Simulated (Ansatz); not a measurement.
We consider corundum Ga2O3 (metastable phase), described by PBE (PAW; Ansatz, a first-principles code).

Numerical settings: plane-wave cutoff 520 eV, 6×6×6 k mesh, perturbation theory, scalar-relativistic PAW data made under PBE.

Computed at the level's own relaxed cell.

Q: What does this level give for the electronic dielectric constant ε∞ (mean over three axes) and static dielectric constant (mean over three axes)?

A: 
- electronic dielectric constant ε∞ (mean over three axes): 4.52
- static dielectric constant (mean over three axes): 16.4

Measured, for comparison: high-frequency dielectric constant 3.83, static dielectric constant 14.1 ± 0.1 (temperature not stated, not corrected to a static lattice, mean of the two values across and the one along c; as tabulated in Stokey et al. (2021), arXiv:2108.12058). Computed (rounded) less measured: high-frequency dielectric constant +18 %, static dielectric constant +16 %.
